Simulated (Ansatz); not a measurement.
Abridged Ansatz (a first-principles code) output:

```
Relaxation: its limit of steps is 50 (relax.max_steps)
Pseudopotential: Zn, paw, valence charge 12
Pseudopotential: Cu, paw, valence charge 19
Crystal: 2 atoms, lattice volume = 24.112 Å³
Basis set: ecut = 420 eV, 461 PW (Γ), exchange–correlation on 40×40×40 points (8 copies of the dense FFT grid, shifted against one another)
Bands: 20, of which v1, the nominal top of the filled ones, is band 16 counted from 1 (15 counted from 0)
Symmetry: 16 space group operations
k-points: 726 of 8000
Functional: x = pbesol(κ = 0.804, μ = 0.12345679012345678), c = pbesol(β = 0.046)
SCF iter   1: F=—  HF=-9869.891537 eV  |F-HF|=—  |Δ(HF+E_count)|=         —  Δρ=1.39e-2  dr2=2.48e-2  ethr=1.77e-3  ⟨swp⟩=5.3  Hψ=61738  notcnv=0
SCF iter   2: F=—  HF=-9869.886591 eV  |F-HF|=—  |Δ(HF+E_count)|=   4.95e-3  Δρ=2.77e-3  dr2=1.18e-3  ethr=7.99e-5  ⟨swp⟩=2.1  Hψ=27592  notcnv=0  defer=59
SCF 1 converged in 8 iterations: F = -9869.886226 eV  dr2 = 2.58e-13
relax step   1: F+E_penalty+E_count = -9869.88622576 eV  Δ(F+E_penalty+E_count) = +0.000e0 eV  max|allowed force component| = 1.479e-30 eV/Å  Δτ_max = 0.0000 Å  (8 SCF iters, accepted)
SCF converged after 8 iterations
Free energy (F): -9869.886226 eV
Internal energy: -9869.870588 eV  (E = F + TS)
E sigma→0 (E₀):  -9869.878407 eV
Entropy (-TS):   -0.015638 eV (-7.819 meV/atom)
Fermi energy:    15.442796 eV
--- Forces (eV/Å), atoms counted from 1 ---
  atom   1  Zn    -0.00000000     0.00000000     0.00000000
  atom   2  Cu    -0.00000000     0.00000000     0.00000000
--- Stress (GPa, compression-positive) ---
        2.858573       0.000000       0.000000
        0.000000       2.858573       0.000000
        0.000000       0.000000       3.035477
  P = ⅓ Tr σ = 2.9175 GPa (29.175 kbar)
--- Relaxed structure (1 steps of the walk, 1 accepted, 0 SCFs on fresh bases) ---
  atoms:
    - { symbol: Zn, position: [0.5, 0.5, 0.49999999999999994] }
    - { symbol: Cu, position: [0.0, 0.0, 0.0] }
```

**Question.** What was computed, and what are the main results?

**Answer.** ZnCu, 2 atoms in the cell, with PBEsol in Ansatz (plane waves to 420 eV, PAW, no spin-orbit coupling). The last SCF converged to F = -9869.886226 eV, or -4934.9431 eV per atom, at a pressure of 2.92 GPa. The total energy compares only with runs of the same code, potentials and settings.

The cells carry an imposed strain or load. Stability against distortions was not tested. The final runs are not spin-polarised. The cell was made from ZnCu in the CsCl type structure (space group Pm-3m, No. 221) by this change: uniaxial strain ε_zz = −2.00 %.

Keys are those of Ansatz 0.2.
